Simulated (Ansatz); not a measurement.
The parent structure is AgCl in the rock salt structure (space group Fm-3m, No. 225; a = 5.611 Å).

Perturbation: the cell is scaled by 1.0300 in all directions, atoms relaxed at fixed cell.

Computed with PBE (Ansatz, a quantum-chemistry and plane-wave program), no spin-orbit coupling.

Base, band edges from the VBM (valence, conduction): X -1.80, 2.43; W -1.10, 4.15; L 0.00, 4.33; Γ -2.17, 0.92; K -0.98, 3.61; U -0.98, 3.61 eV.

**Question.** Give the band edges at the high-symmetry points of the new zone, measured from its valence-band maximum.

**Answer.** 
| point | valence edge (eV) | conduction edge (eV) |
|---|---|---|
| Γ | -1.83 | 0.97 |
| X | -1.64 | 2.55 |
| U | -0.83 | 3.62 |
| K | -0.83 | 3.62 |
| L | 0.00 | 4.55 |
| W | -0.93 | 4.03 |

The gap is 0.97 eV, indirect, L → Γ.

The cells carry an imposed strain or load. No phonon test of stability was made.
